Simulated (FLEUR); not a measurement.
Equation of state of bcc Nb (space group 229): energy against volume (FLEUR, LDA)

```
CELL_PARAMETERS angstrom
     -1.58583     1.58583     1.58583
      1.58583    -1.58583     1.58583
      1.58583     1.58583    -1.58583
ATOMIC_POSITIONS crystal
  Nb 0.00000 0.00000 0.00000
```

Method of the run: LDA (Perdew-Zunger), all-electron FLAPW (FLEUR), scalar-relativistic valence (FLEUR). Settings: Kmax = 4.79 1/bohr; GmaxXC = 16.8 1/bohr; xcFunctional = pz; jspins = 1; l_soc = F; mode = hist; fermiSmearingEnergy = 0.00183747 Htr; mesh (inpgen div1-3) = 25 25 25; inpgen gamma flag = false; Gmax = 16.8 1/bohr; numbands = 0; maxIterBroyd = 40; imix = Anderson; alpha = 0.05; precondParam = 0; minDistance = 1e-05 me/bohr^3. The cell above is the first row's. The rows scale it uniformly. In all rows the k mesh is held. E is the free energy at the stated smearing, counted from the lowest row.

| V (Å^3/atom) | E (meV/atom) |
|---|---|
| 15.952 | 57.29 |
| 16.299 | 28.11 |
| 16.646 | 9.46 |
| 16.993 | 0.37 |
| 17.340 | 0.00 |
| 17.686 | 7.58 |
| 18.033 | 22.41 |
| 18.380 | 43.86 |
| 18.727 | ? |

**Question.** Fit E against V with the third-order Birch-Murnaghan form, a cubic in V^(-2/3), and predict the withheld value at V = 18.727.

**Answer.** With u = V^(-2/3) - 0.150, the rows have u = 0.007806, 0.005558, 0.003389, 0.001293, -0.000732, -0.002685, -0.004581, -0.006417. Least squares gives E = -0.820 - 391.11·u + 1014950·u² - 1432979·u³. Residuals (row less fit): 0.000, -0.003, 0.004, 0.002, -0.011, 0.005, 0.001, -0.002; standard error 0.007 (degrees of freedom: 4). Its minimum lies at u = 0.000193, so V0 = (0.150193)^(-3/2) = 17.18. There d²E/du² = 2028000 and d³E/du³ = -8598000, so B0 = (4/9) × 17.18^(-7/3) × 2028000 × 0.160218 = 190 GPa (the last factor turns the table's units into GPa), and B0' = 4 + (2/3) × 0.150193 × (-8598000)/2028000 = 3.6. At the withheld row, u = -0.008196, so E = -0.820 - 391.11 × (-0.008196) + 1014950 × (-0.008196)² - 1432979 × (-0.008196)³ = 71.353 meV/atom. The calculation gives 71.35 meV/atom, which the fit meets to the printed digits. The row lies outside the fitted rows, so this is an extrapolation. From the scatter of the fitted rows alone, a prediction at this place has a standard error of 0.016 meV/atom, so the miss is 0.2 times that.

Carrying the step between the two nearest rows on in a straight line would have given 65.31, off by 6.04; series whose last step already gives the withheld value aren't shown. The scan was laid around a cell of about the measured size, scaled by a guess for this functional. Spin polarisation is off. Values depend on the basis (sphere radii, cutoffs, local orbitals), which need not be converged. Cutoffs and mesh are single choices, not tested for convergence of this quantity. Series with a scatter that would blur these digits, or in which a gap closes, are not shown. Nor are scans whose minimum lies at an end fitted in this form.
